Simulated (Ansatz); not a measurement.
An Ansatz (a program for electronic structure) input (PBEsol, PAW, 420 eV (Ansatz; no spin-orbit coupling)):

Ansatz 0.2 input:
```yaml
crystal:
  lattice:
    - [2.7676366751, 0, 0]
    - [0, 2.7676366751, 0]
    - [0, 0, 4.0536678535]
  atoms:
    - { symbol: Al, position: [0.5, 0.5, 0.5] }
    - { symbol: Ti, position: [0, 0, 0] }
basis: { ecutwfc: 420, ecutrho_ratio: 4, xc_grid: 2, fft_grid_basis: typed }
kpoints: { mp_grid: { grid: [17, 17, 12] } }
hamiltonian:
  xc: pbesol
  dispersion: none
  pseudopotentials: { kind: paw }
scf: { occupations: { method: fermi_dirac, width: 0.05 } }
relax: { f_tol: 0.005, max_steps: 50, cell: { stress_tol: 0.01, fix: [a, b, gamma] } }
output: { forces: true, stress: true }
checkpoint: { write: state.ck, write_every: 1000 }
```

Q: Which symmetry and how many k-points will the program report, and about how many plane waves at Γ?

A: Space group P4/mmm (ITA 123) with 16 operations, k-points 315 of 3468, and 617 plane waves at Γ.

Q: And the final pressure?

A: 1.30 GPa (compression positive).

The cells carry an imposed strain or load. Stability against distortions was not tested. The final runs are not spin-polarised. The cell was made from TiAl (space group P4/mmm, No. 123) by this change: biaxial strain −1.06 %, plane normal [001], relaxed out of plane.
